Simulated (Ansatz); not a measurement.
The starting structures come from a database of crystals and need not be the phases stable at ambient conditions.

Input:

```xyz
12
Lattice="5.1753 0.0000 0.0000 0.0000 5.1753 0.0000 0.0000 0.0000 5.1753" Properties=species:S:1:pos:R:3 pbc="T T T"
Sn     0.0000     2.5876     2.5876
Sn     2.5876     2.5876     0.0000
Sn     2.5876     0.0000     2.5876
Sn     0.0000     0.0000     0.0000
O      3.4214     4.3415     4.3415
O      1.7539     0.8337     0.8337
O      4.3415     0.8337     1.7539
O      0.8337     4.3415     3.4214
O      0.8337     3.4214     0.8337
O      4.3415     1.7539     4.3415
O      1.7539     1.7539     3.4214
O      3.4214     3.4214     1.7539
```

Space group of this cell: Pa-3. The cell is taken as given; by r2SCAN its mean pressure is -9.0 GPa.

Level of theory: r2SCAN (plane waves, PAW; Ansatz, a quantum-chemistry and plane-wave program).

The current runs along the normal of the first two printed vectors; no spin-orbit coupling. Scaled by the factor s: the length along the current (ions clamped). Meshes 6×6×6 and 6×6 across the current in all rows.

```
s     mean pressure (GPa)  slowest mid-gap decay constant κ (1/Å)
----  -------------------  --------------------------------------
0.97                 -2.7                                       ?
1.00                 -9.0                                   0.115
1.03                -14.1                                   0.098
```

**Question.** Take the slope of the slowest mid-gap decay constant κ against ln s from the two given rows, extrapolate to s = 0.97, and say what the run there gives.

**Answer.** Slope = (0.098 − 0.115) / ln 1.03 = -0.575 1/Å. The line gives 0.115 + (-0.575) × ln 0.97 = 0.133 1/Å. The run gives 0.131 1/Å, 0.002 1/Å under the line, 9 % of the predicted step.
